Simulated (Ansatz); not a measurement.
Consider TlCl in the rock salt structure (space group Fm-3m, No. 225; a = 6.3333 Å; a model cell, its experimental status unchecked). Axes: x, y, z lie along the cube axes.

All numbers come from PBEsol (Ansatz, a quantum-chemistry and plane-wave program; PAW; 420 eV plane waves; without spin-orbit coupling).

Strains are applied to the cell and any free atomic positions relax; under biaxial strain the out-of-plane vector relaxes too.

One change was made to it. Results:

The electron mass goes from 0.26 mₑ along k, 0.36 mₑ across (at L) to 0.23 mₑ along k, 0.35 mₑ across (at L); the band gap falls by 0.27 eV, from 2.09 eV to 1.82 eV.

Q: What was done to the base?
A. isotropic strain −2.78 %
B. uniaxial strain ε_xx = +0.82 %
C. uniaxial strain ε_xx = −1.55 %
D. biaxial strain −3.45 %, plane normal [001], relaxed out of plane
E. biaxial strain −0.98 %, plane normal [110], relaxed out of plane

A: D, biaxial strain −3.45 %, plane normal [001], relaxed out of plane. For comparison, the band gap in the other runs: uniaxial strain ε_xx = +0.82 % gives 2.12 eV; isotropic strain −2.78 % gives 1.72 eV; uniaxial strain ε_xx = −1.55 % gives 2.02 eV; biaxial strain −0.98 %, plane normal [110], relaxed out of plane gives 2.01 eV.

With Tl present, leaving out spin-orbit coupling can change the band edges. Masses are band curvatures over ±0.01 Å⁻¹ around the edge. Along k means along the line from Γ to the band edge. Stability against distortions was not tested. This is not the structure that TlCl has at room temperature and ambient pressure.
